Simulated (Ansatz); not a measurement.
A self-consistent single point of K₂LiLaF₆ (Fm-3m, 10 atoms in the cell) with Ansatz (an electronic-structure program).

Computed with PBE (plane waves, PAW; Ansatz).

The change in words: lattice scaled by 1.03. Reference geometry:
```xyz
10
Lattice="0.0000 4.2901 4.2901 4.2901 0.0000 4.2901 4.2901 4.2901 0.0000" Properties=species:S:1:pos:R:3 pbc="T T T"
K      2.1450     2.1450     2.1450
K      6.4351     6.4351     6.4351
Li     4.2901     4.2901     4.2901
La     0.0000     0.0000     0.0000
F      2.1527     4.2901     4.2901
F      6.4274     4.2901     4.2901
F      4.2901     2.1527     4.2901
F      4.2901     6.4274     4.2901
F      4.2901     4.2901     2.1527
F      4.2901     4.2901     6.4274
```

Reference input (self-consistent single point, DFT, PBE, plane waves, default PAW files): basis.ecutwfc = 420 eV; kpoints.mp_grid.grid = 6 6 6; hamiltonian.xc = pbe; hamiltonian.pseudopotentials = {kind: paw} (the program's default PAW files); scf.occupations.method = gaussian; scf.occupations.width = 0.1 eV. This run's input differs from it in these lines:

```diff
@@ -2,5 +2,5 @@
   lattice:
-    - [0.000000, 4.290052, 4.290052]
-    - [4.290052, 0.000000, 4.290052]
-    - [4.290052, 4.290052, 0.000000]
+    - [0.000000, 4.418754, 4.418754]
+    - [4.418754, 0.000000, 4.418754]
+    - [4.418754, 4.418754, 0.000000]
   atoms:
```

Output, abridged:

```
SCF iter   1: F=—  HF=-14396.119798 eV  |F-HF|=—  |Δ(HF+E_count)|=         —  Δρ=1.14e-3  dr2=3.79e-3  ethr=1.77e-3  ⟨swp⟩=6.8  Hψ=3162  notcnv=0
all-band conjugate gradients solve this SCF's bands
preconditioner: auto → Resta (q_TF=auto, 2.369 Å⁻¹)
SCF iter   2: F=—  HF=-14396.119122 eV  |F-HF|=—  |Δ(HF+E_count)|=   6.76e-4  Δρ=5.44e-4  dr2=8.78e-4  ethr=5.12e-6  ⟨swp⟩=2.0  Hψ=1474  notcnv=0
SCF iter   3: F=—  HF=-14396.119039 eV  |F-HF|=—  |Δ(HF+E_count)|=   8.29e-5  Δρ=4.29e-4  dr2=2.39e-4  ethr=1.19e-6  ⟨swp⟩=2.4  Hψ=1175  notcnv=0
SCF iter   4: F=—  HF=-14396.118981 eV  |F-HF|=—  |Δ(HF+E_count)|=   5.78e-5  Δρ=9.53e-5  dr2=2.85e-5  ethr=3.24e-7  ⟨swp⟩=2.0  Hψ=1033  notcnv=0
SCF iter   5: F=—  HF=-14396.119135 eV  |F-HF|=—  |Δ(HF+E_count)|=   1.54e-4  Δρ=2.22e-5  dr2=1.43e-6  ethr=3.85e-8  ⟨swp⟩=2.0  Hψ=1140  notcnv=0
SCF iter   6: F=-14396.119135 eV  HF=-14396.119135 eV  |F-HF|=2.25e-8  |Δ(HF+E_count)|=   1.08e-7  Δρ=6.40e-6  dr2=6.99e-8  ethr=1.35e-10  ⟨swp⟩=8.4  Hψ=3888  notcnv=0
SCF 1 converged in 6 iterations: F = -14396.119135 eV  dr2 = 6.99e-8
Free energy (F): -14396.119135 eV
Internal energy: -14396.119135 eV  (E = F + TS)
E sigma→0 (E₀):  -14396.119135 eV
Fermi energy:    4.801587 eV
--- Forces (eV/Å), atoms counted from 1 ---
  atom   1  K     -0.00000000    -0.00000000     0.00000000
  atom   2  K     -0.00000000     0.00000000     0.00000000
  atom   3  Li     0.00000000    -0.00000000    -0.00000000
  atom   4  La    -0.00000000    -0.00000000    -0.00000000
  atom   5  F      1.61887858    -0.00000000    -0.00000000
  atom   6  F     -1.61887858     0.00000000    -0.00000000
  atom   7  F      0.00000000     1.61887858     0.00000000
  atom   8  F      0.00000000    -1.61887858    -0.00000000
  atom   9  F      0.00000000     0.00000000     1.61887858
  atom  10  F      0.00000000     0.00000000    -1.61887858
--- Stress (GPa, compression-positive) ---
        4.404205      -0.000000       0.000000
        0.000000       4.404205       0.000000
        0.000000       0.000000       4.404205
  P = ⅓ Tr σ = 4.4042 GPa (44.042 kbar)
  The stress holds the Pulay correction. Without it, at fixed plane waves, as pw.x and ABINIT print it: P = 4.0039 GPa
```

The run converged in 6 iterations. Against the reference run the free energy goes down by 70.1 meV/atom, the pressure goes from 11.44 to 4.40 GPa, the largest force goes from 2.753 to 1.619 eV/Å and the gap on the mesh goes from 6.145 to 6.043 eV.

The starting cell was generated: these elements placed on a structure prototype, without a prior relaxation; it need not be a known phase or ordering of this composition. Its lattice was rescaled by a random factor within 2.5 % of one. For this run, on top of that: lattice scaled by 1.03. Forces in this geometry exceed 1 eV/Å. Ansatz's pressure includes its estimate of the finite-basis (Pulay) stress.

Keys are those of Ansatz 0.2.
